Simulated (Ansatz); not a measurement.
For ReB2 (P6_3/mmc), PBEsol, DFPT electron-phonon coupling, linearised Boltzmann equation run with Ansatz (a program for electronic structure) gives a transport coupling λ_tr = 0.269 and a Drude plasma energy ħω_p = 4.56 eV along x (a = (2.89, 0.00, 0.00) Å; b = (-1.45, 2.50, 0.00) Å; c = (0.00, 0.00, 7.45) Å).

Task: Estimate the resistivity at 300 K from the high-temperature formula ρ = 2π λ_tr k_B T / (ħ ε₀ ω_p²), and say how the full Boltzmann solution compares.

Result: The scattering rate is 1/τ = 2π λ_tr k_B T/ħ = 6.64e13 s⁻¹ and ω_p = 6.93e15 s⁻¹, so ρ ≈ 15.6 μΩ·cm. The Boltzmann solution gives 12.2 μΩ·cm, 0.78 times the estimate; it lies lower because k_BT is not large against the phonon energies and the solution lets the distribution adjust.

A metal at this level (no band gap). Only scattering by harmonic phonons is included (no impurities, grain boundaries, electron-electron scattering or thermal expansion). Spin-orbit coupling is left out, which matters with elements this heavy. Halving the electron mesh (32x32x12) moves the resistivity by up to 1 % at 300 K, the coupling by up to 3 %. Smearing 0.20 eV; phonons on a 6x6x2 q mesh, which this run doesn't test.

Formula and space group known from diffraction (Crystallography Open Database), not checked to be the room-temperature form: ReB2 (P6_3/mmc).
